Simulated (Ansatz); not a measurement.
An Ansatz (a program for electronic structure) input (plane-wave PAW DFT at the r2SCAN level (Ansatz, 500 eV), no spin-orbit coupling):

Ansatz 0.2 input:
```yaml
crystal:
  lattice:
    - [4.2927033407, 0, 0]
    - [0, 4.2927033407, 0]
    - [0, 0, 12.3839154507]
  atoms:
    - { symbol: Sb, position: [0.5, 0, 0.3753177561] }
    - { symbol: Sb, position: [0, 0.5, 0.1247918364] }
    - { symbol: Sb, position: [0.5, 0, 0.8752081636] }
    - { symbol: Sb, position: [0, 0.5, 0.6246822439] }
    - { symbol: Ga, position: [0, 0, 0.7518005964] }
    - { symbol: Ga, position: [0.5, 0.5, 0.5] }
    - { symbol: Ga, position: [0, 0, 0.2481994036] }
    - { symbol: Zn, position: [0.5, 0.5, 0] }
basis: { ecutwfc: 500, ecutrho_ratio: 4, xc_grid: 4, fft_grid_basis: typed }
kpoints: { mp_grid: { grid: [11, 11, 4] } }
hamiltonian:
  xc: r2scan
  dispersion: none
  pseudopotentials: { kind: paw }
scf: { occupations: { method: fermi_dirac, width: 0.05 }, convergence: { dr2_threshold: 0.0000000008 } }
output: { forces: true, stress: true }
checkpoint: { write: state.ck, write_every: 1000 }
```

Which symmetry and how many k-points will the program report, and about how many plane waves at Γ?

Space group P-4m2 (ITA 115) with 8 operations, k-points 63 of 484, and 5805 plane waves at Γ.

Each cell is one ordered arrangement of few atoms, which overstates ordering effects compared with a random alloy. No phonon test of stability was made. The final runs are not spin-polarised. An odd electron count without spin: ZnGa3Sb4. The cell was made from GaSb by this change: x(Zn) = 0.25, 8 atoms, P-4m2.
